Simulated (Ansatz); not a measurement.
The reference is MoS2 in the 3R-MoS2 type structure (space group R3m, No. 160; layered, stacked along the Cartesian z axis).

```
CELL_PARAMETERS angstrom
      1.55787     0.89944     5.78587
     -1.55787     0.89944     5.78587
      0.00000    -1.79888     5.78587
ATOMIC_POSITIONS crystal
  Mo 0.00004 0.00004 0.00004
  S  0.75646 0.75646 0.75646
  S  0.57680 0.57680 0.57680
```

Cartesian axes are those of the cell as printed.

Level of theory: PBEsol-D3(BJ), PAW, 420 eV (Ansatz, an electronic-structure program; without spin-orbit coupling), earlier PAW set.

Before the change:

The smallest direct gap is 1.87 eV and the band gap is 0.50 eV. The hole mass is 1.1 mₑ along k, 0.46 mₑ across (at T).

It is then changed as follows: uniaxial strain ε_xx = +1.05 %, all other strain components held at zero; the atoms relax in the strained cell.

Question: What does the calculation give for the smallest direct gap, stress, band gap and hole mass after the change?

Answer: The smallest direct gap decreases by 0.06 eV to 1.81 eV; the stress (xx, yy, zz, yz, xz, xy; compression positive) comes out as (-2.61, -0.65, -0.24, -0.09, 0.00, 0.00) GPa; the band gap grows by 0.02 eV (0.50 eV → 0.52 eV); the hole mass becomes 0.42 mₑ along x, 0.47 mₑ along y, 1.2 mₑ along z (at T) (base: 1.1 mₑ along k, 0.46 mₑ across (at T)).

Masses are band curvatures over ±0.01 Å⁻¹ around the edge. Along k means along the line from Γ to the band edge. Whether these cells are dynamically stable was not tested.
